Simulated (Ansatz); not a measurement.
The starting structures come from a database of crystals and need not be the phases stable at ambient conditions.

```
Na4WO5
1.0
    8.41610     0.00000     0.00000
   -0.72888     8.73079     0.00000
    1.84636    -4.22685     3.21632
Na W O
8 2 10
Direct
  0.09610   0.48650   0.17990
  0.90390   0.51350   0.82010
  0.70730   0.49130   0.36980
  0.29270   0.50870   0.63020
  0.60280   0.00150   0.69810
  0.39720   0.99850   0.30190
  0.50000   0.50000   0.00000
  0.00000   0.00000   0.50000
  0.20740   0.99690   0.89460
  0.79260   0.00310   0.10540
  0.15610   0.21400   0.45560
  0.84390   0.78600   0.54440
  0.40260   0.77860   0.68600
  0.59740   0.22140   0.31400
  0.75830   0.22150   0.65870
  0.24170   0.77850   0.34130
  0.03700   0.80630   0.88410
  0.96300   0.19370   0.11590
  0.68310   0.78850   0.04910
  0.31690   0.21150   0.95090
```

Space group of this cell: P-1. The cell is taken as given; by r2SCAN its mean pressure is -0.6 GPa.

Transport runs along the normal of the first two printed cell vectors.

No gap correction and no spin-orbit coupling; mid-gap values are interpolated between computed energies.

Task: Estimate the band gap and the smallest decay constant κ at mid-gap that r2SCAN (Ansatz, a program for electronic structure) returns for this system.

Result: Gap 3.89 eV on a 4×6×10 mesh; κ = 0.411 1/Å, at the zone centre.
